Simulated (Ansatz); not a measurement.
Take ZnS in the zinc blende structure (space group F-43m, No. 216) as the base.

```yaml
crystal:
  lattice:
    - [0.00000, 2.67832, 2.67832]
    - [2.67832, 0.00000, 2.67832]
    - [2.67832, 2.67832, 0.00000]
  atoms:
    - { symbol: Zn, position: [0.00000, 0.00000, 0.00000] }
    - { symbol: S, position: [0.25000, 0.25000, 0.25000] }
```

Cartesian axes are those of the cell as printed.

Calculations: DFT with PBEsol, PAW potentials and a 420 eV plane-wave cutoff in Ansatz (an electronic-structure program), no spin-orbit coupling.

Strains are applied to the cell and any free atomic positions relax; under biaxial strain the out-of-plane vector relaxes too.

One change was made to it. Results:

```csv
quantity,base,after
"valley order (the lowest conduction-band minima on the path, energy above the VBM, named in the base's zone)",Γ 2.09 eV; X along ⟨100⟩ 3.17 eV; L along ⟨111⟩ 3.24 eV,Γ 2.10 eV; X along [100] 3.14 eV; L along [1-11] 3.21 eV; L along [111] 3.29 eV
volume per atom,19.21 Å³,19.10 Å³
electron mass,0.17 mₑ (at Γ),0.17 mₑ (at Γ)
```

Which of these changes matches the shifts?
A) biaxial strain −0.83 %, plane normal [111], relaxed out of plane
B) biaxial strain +1.67 %, plane normal [111], relaxed out of plane
C) biaxial strain −0.42 %, plane normal [111], relaxed out of plane

C, biaxial strain −0.42 %, plane normal [111], relaxed out of plane. For comparison, the valley order in the other runs: biaxial strain +1.67 %, plane normal [111], relaxed out of plane gives Γ 1.89 eV; L along [111] 2.90 eV; X along [001] 3.10 eV; L along [1-1-1] 3.17 eV; biaxial strain −0.83 %, plane normal [111], relaxed out of plane gives Γ 2.10 eV; X along [100] 3.11 eV; L along [1-11] 3.19 eV; L along [111] 3.34 eV.

The levels and masses belong to the bands next to the band gap. Masses are band curvatures over ±0.01 Å⁻¹ around the edge. Stability against distortions was not tested.
